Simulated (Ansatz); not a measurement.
Consider Ge in the diamond structure (space group Fd-3m, No. 227; a = 5.674 Å). Axes: x, y, z lie along the cube axes.

Computed with r2SCAN, PAW, 500 eV (Ansatz, a first-principles code; scalar-relativistic without spin-orbit coupling).

Base values:

The pressure comes out as 0.01 GPa and the shortest interatomic distance is 2.457 Å.

Now apply this change: tensile biaxial strain of 1.25 % in the plane normal to [111], as in epitaxy on a mismatched substrate; the out-of-plane cell vector and the atoms relax.

**Question.** How does this affect the pressure?

**Answer.** The pressure (mean of the normal stresses, compression positive) shrinks by 1.39 GPa, from 0.01 GPa to -1.38 GPa.

**Question.** What does the calculation give for the shortest interatomic distance after the change?

**Answer.** The shortest interatomic distance rises by 0.003 Å, from 2.457 Å to 2.460 Å.

**Question.** What does the calculation give for the ratio −ε⊥/ε∥ after the change?

**Answer.** The ratio −ε⊥/ε∥ is 0.32.

Whether these cells are dynamically stable was not tested.
